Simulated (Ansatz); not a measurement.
Results of HSE06 in Ansatz (plane waves, PAW) for LiH (model structure, started from the CsCl type, Pm-3m, No. 221, 2 atoms in the cell).

Settings: plane-wave cutoff 460 eV, 10×10×10 k mesh, Fermi–Dirac smearing 0.01 eV, scalar-relativistic PAW data made under PBE.

Cell (relaxed with PBEsol):

```
LiH
1.0
    2.49113     0.00000     0.00000
    0.00000     2.49113     0.00000
    0.00000     0.00000     2.49113
Li H
1 1
Direct
  0.00000   0.00000   0.00000
  0.50000   0.50000   0.50000
```

Question: Predict the band gap, smallest direct gap on the k points sampled and direct gap at Γ.

Answer: 
band gap: 1.40 eV (on the SCF k mesh) (indirect)
smallest direct gap on the k points sampled: 5.28 eV
direct gap at Γ: 23.13 eV

Note: the relaxation could raise the start's symmetry but not lower it, so the cell can be a saddle point.

Static lattice: no zero-point or thermal effects.

Computing time: around 50 core-seconds (rough).

A model structure was made by putting elements into a prototype or built by hand; it is no filed structure, need not be a known phase, and can be a saddle point held by its symmetry.

Ansatz is a first-principles code.
